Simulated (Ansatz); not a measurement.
**A computed series for hypothetical P6_3/mmc SnS2: pressure series**

Start from SnS2 in the 2H-MoS2 type structure (space group P6_3/mmc, No. 194; a = 3.589 Å, c = 11.889 Å; a hypothetical phase, not in the database extracts checked; layered, stacked along the Cartesian z axis).

Cell and atoms are relaxed at each pressure.

Level of theory: PBE-D3(BJ) (Ansatz, a first-principles code, PAW, without spin-orbit coupling).

Computed cases, in order: pressure −1 GPa; 0 GPa (base); pressure 0.9 GPa; pressure 2.1 GPa; pressure 4.5 GPa; pressure 9 GPa; pressure 15 GPa; pressure 22.5 GPa; pressure 30 GPa.

Question: Between which two neighbouring cases does the band gap open or close?

Answer: Between pressure −1 GPa (0.14 eV) and 0 GPa (base) (zero). The whole series: pressure −1 GPa: 0.14 eV; 0 GPa (base): zero; pressure 0.9 GPa: zero; pressure 2.1 GPa: zero; pressure 4.5 GPa: zero; pressure 9 GPa: zero; pressure 15 GPa: zero; pressure 22.5 GPa: zero; pressure 30 GPa: zero.

Load acts through the strain it causes; cell and atoms are relaxed under it. Stability against distortions was not tested. No other phases were tried under pressure. All final runs are without spin polarisation. A zero or small gap of SnS2 can be the functional's error rather than a property of the material.
